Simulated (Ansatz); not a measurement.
## What Si → Pt does to HfSiO4

Base system: HfSiO₄ (space group I4_1/amd, No. 141; a = 6.5820 Å, c = 5.9714 Å).

Modification: full substitution Si → Pt, then cell and atoms are relaxed.

Calculations: r2SCAN (Ansatz, an electronic-structure program, PAW, without spin-orbit coupling). Settings: 6×6×6 k-points, 0.05 eV Fermi–Dirac smearing.

```json
{
 "volume_per_atom": "12.36 Å³ (base 10.78 Å³)",
 "lattice_parameter_a": "6.593 Å (base 6.582 Å)",
 "c/a ratio": "1.035 (base 0.907)",
 "space_group": "I4_1/amd (No. 141) (base I4_1/amd (No. 141))",
 "shortest_interatomic_distance": "1.917 Å (base 1.623 Å)",
 "band_gap": "0.57 eV (an upper bound: an edge found on the path is not a true extremum; both cells) (base 6.01 eV)"
}
```

Final structure:

```xyz
12
Lattice="-3.2967 3.2967 3.4124 3.2967 -3.2967 3.4124 3.2967 3.2967 -3.4124" Properties=species:S:1:pos:R:3 pbc="T T T"
O      3.2967     2.1321    -1.5223
O      3.2967     1.1646     3.2285
O      3.2967    -1.1646     3.2285
O      0.0000     1.1646     1.8901
O      1.1646     0.0000     4.9348
O      4.4612     0.0000     0.1839
O      2.1321     0.0000     0.1839
O      2.1321     3.2967     1.5223
Pt     0.0000     0.0000     3.4124
Pt     3.2967     0.0000     1.7062
Hf     0.0000     3.2967     1.7062
Hf     0.0000     0.0000     0.0000
```

With Hf and Pt present, leaving out spin-orbit coupling can change the band edges. Whether these cells are dynamically stable was not tested. As relaxed here, HfPtO4 is a hypothetical phase, not in the database extracts checked.
